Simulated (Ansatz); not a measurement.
We consider zinc-blende NaH (model structure), described by r²SCAN (Ansatz, a quantum-chemistry and plane-wave program, plane waves, PAW).

Settings: plane-wave cutoff 500 eV, 10×10×10 k mesh, gaussian smearing 0.02 eV, scalar-relativistic PAW data made under PBE.

Cell (relaxed at this level):

```yaml
crystal:
  lattice:
    - [0.00000, 2.59661, 2.59661]
    - [2.59661, 0.00000, 2.59661]
    - [2.59661, 2.59661, 0.00000]
  atoms:
    - { symbol: Na, position: [0.00000, 0.00000, 0.00000] }
    - { symbol: H, position: [0.25000, 0.25000, 0.25000] }
```

### Question
Predict the band gap.

### Answer

- band gap = 4.06 eV (on the SCF k mesh)

Note: the relaxation could raise the start's symmetry but not lower it, so the cell can be a saddle point.

Computed values are for the static lattice.

The result took roughly 18 core-seconds.

A model structure was made by putting elements into a prototype or built by hand; it is no filed structure, need not be a known phase, and can be a saddle point held by its symmetry.
